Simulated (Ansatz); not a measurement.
Start from Pt in the fcc (Cu type) structure (space group Fm-3m, No. 225; a = 3.972 Å; relaxed with 0.1 eV smearing).

Method: Kohn–Sham DFT with the PBE functional, run in Ansatz (an electronic-structure program) with PAW and 420 eV plane waves, no spin-orbit coupling.

Strains are applied to the cell and any free atomic positions relax.

One change was made to it. Results:

| quantity | base | after |
|---|---|---|
| pressure | 0.0 GPa | 23.0 GPa |
| energy relative to the base (free energy F) | 0 meV/atom | +76 meV/atom |

**Question.** Which of these changes matches the shifts?
(A) isotropic strain +2.00 %
(B) isotropic strain −2.50 %
(C) isotropic strain −2.00 %
(D) isotropic strain −0.50 %

**Answer.** B, isotropic strain −2.50 %. For comparison, the energy relative to the base in the other runs: isotropic strain −2.00 % gives +47 meV/atom; isotropic strain −0.50 % gives +2.8 meV/atom; isotropic strain +2.00 % gives +40 meV/atom.

Whether these cells are dynamically stable was not tested. All final runs are without spin polarisation. Pt lies near a magnetic instability that expansion can trigger; it was not tested.
